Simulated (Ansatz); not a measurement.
The parent structure is Ti in the hcp (Mg type) structure (space group P6_3/mmc, No. 194).

```cif
data_Ti2
_chemical_formula_sum 'Ti2'
_space_group_name_H-M_alt 'P63/mmc'
_space_group_IT_number 194
_space_group_name_Hall '-P 6c 2c'
_cell_length_a 2.93591
_cell_length_b 2.93591
_cell_length_c 4.63642
_cell_angle_alpha 90.000
_cell_angle_beta 90.000
_cell_angle_gamma 120.000
loop_
_atom_site_label
_atom_site_type_symbol
_atom_site_symmetry_multiplicity
_atom_site_Wyckoff_symbol
_atom_site_fract_x
_atom_site_fract_y
_atom_site_fract_z
_atom_site_occupancy
Ti1 Ti 2 d 0.66667 0.33333 0.25000 1
```

The values are results of r2SCAN, PAW, 500 eV (Ansatz, a quantum-chemistry and plane-wave program; scalar-relativistic without spin-orbit coupling), not measurements.

Before the change:

```
Item                    Value
-------------------  --------
Lattice parameter a  293.6 pm
c/a ratio               1.579
```

Modification: V takes the place of Ti on all its sites; the structure is relaxed again.

Question: How does this affect the lattice parameter a?

Answer: The lattice parameter a falls by 33.8 pm (293.6 pm → 259.8 pm).

Question: Estimate the effect on the c/a ratio.

Answer: The c/a ratio goes up by 0.2164 (1.579 → 1.796).

Whether these cells are dynamically stable was not tested. For V in this form, whether it has been made was not checked. Starting moments died away, wholly or in part, for Ti → V; another magnetic solution may exist. The final runs are not spin-polarised. This is not the structure that V has at room temperature and ambient pressure.
